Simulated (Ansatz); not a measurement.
The parent structure is RbBr in the rock salt structure (space group Fm-3m, No. 225; a = 6.843 Å).

The values are results of PBEsol, PAW, 420 eV (Ansatz, an electronic-structure program; no spin-orbit coupling), not measurements.

For the base:

The width of the top valence band comes out as 0.37 eV and the valley order comes out as Γ 4.22 eV; X along ⟨100⟩ 5.50 eV.

It is then changed as follows: an isotropic linear strain of −3.00 %, atoms relaxed at fixed cell.

Question: What happens to the width of the top valence band and valley order?

Answer: The width of the top valence band increases by 0.095 eV to 0.46 eV; the valley order (the lowest conduction-band minima on the path, energy above the VBM, named in the base's zone) goes from Γ 4.22 eV; X along ⟨100⟩ 5.50 eV to Γ 4.45 eV; X along ⟨100⟩ 5.36 eV.

The levels and masses belong to the bands next to the band gap. No phonon test of stability was made.
